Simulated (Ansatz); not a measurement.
Where the default PAW files enter, the runs use the earlier of Ansatz's two default sets.

Evanescent states of SiC (P6_3mc, 12 atoms a cell, 10.3 Å³ an atom) along the normal of (110)

Calculation: r2SCAN (plane waves, PAW; Ansatz, a quantum-chemistry and plane-wave program).

The gap is the functional's own. No spin-orbit coupling. Mid-gap values are interpolated on the energy grid.

Energies count from the valence-band top; κ is the least over a 6×2 mesh across the current.

| E (eV) | κ (1/Å) | where |
|---|---|---|
| 0.06 | 0.067 | Γ |
| 0.18 | 0.111 | Γ |
| 0.30 | 0.140 | Γ |
| 0.42 | 0.163 | Γ |
| 0.54 | 0.181 | Γ |
| 0.66 | 0.197 | Γ |
| 0.78 | 0.211 | Γ |
| 0.90 | 0.223 | Γ |
| 1.02 | 0.221 | off Γ |
| 1.14 | 0.215 | off Γ |
| 1.26 | 0.209 | off Γ |
| 1.38 | 0.202 | off Γ |
| 1.50 | 0.193 | off Γ |
| 1.62 | 0.184 | off Γ |
| 1.74 | 0.173 | off Γ |
| 1.86 | 0.161 | off Γ |
| 1.98 | 0.146 | off Γ |
| 2.10 | 0.128 | off Γ |
| 2.22 | 0.101 | Γ |
| 2.34 | 0.055 | Γ |

How thick must the barrier be to attenuate the transmission by 10^6 when the electrodes' Fermi level lies at 2.22 eV, and what attenuation does that film give at 1.02 eV?

d = 6 ln 10 / (2 × 0.101) = 68.4 Å. At 1.02 eV it gives 6 × 0.221/0.101 = 13.1 decades.
